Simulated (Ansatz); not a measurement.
Model: Si(111) 1x1 surface, 6 top atoms, 3 bilayers, bottom bilayer H-capped and fixed, every top atom capped by F; cell 11.5 x 6.6 Å; about 7 Å thick over the host's atoms, 18 atoms held. All values below come from PBE-D3(BJ) (plane waves to 420 eV, PAW; Ansatz, a program for electronic structure). k mesh 1 x 2 x 1. The slab states were run without spin polarisation. Slab thickness, cell and mesh are as stated and are not converged limits. No zero-point or entropy terms are included. Each state was relaxed from one prepared geometry.

One TMA a cell is brought to Si(111):F. Relaxed result near the molecule:

```
atom    x (Å)   y (Å)   z (Å)
------  -----  ------  ------
F(15)   1.913   3.358  11.122
F(30)   3.809  -0.003  11.118
F(31)   5.741   3.367  11.126
F(46)   7.693   0.007  11.123
F(47)   9.602   3.358  11.122
Al(a0)  5.681   3.370  13.716
C(a1)   7.385   2.392  13.789
H(a2)   8.216   2.948  13.331
H(a3)   7.670   2.213  14.839
H(a4)   7.327   1.403  13.314
C(a5)   3.977   2.390  13.796
H(a6)   3.970   1.686  14.645
H(a7)   3.102   3.048  13.898
H(a8)   3.824   1.771  12.898
C(a9)   5.697   5.334  13.816
H(a10)  5.724   5.654  14.871
H(a11)  6.583   5.774  13.339
H(a12)  4.804   5.800  13.376
```

Problem. What is the adsorption energy against the free TMA and the slab before, and how much of it is dispersion?

Solution. -0.40 eV (negative: bound); the D3 term gives -0.38 eV of it. Its closest contacts to the rest of the cell: H(a8)...F(30) 2.51 Å, Al(a0)...F(31) 2.59 Å, H(a12)...F(30) 2.61 Å.

Here TMA is trimethylaluminium monomer, Al(CH3)3.
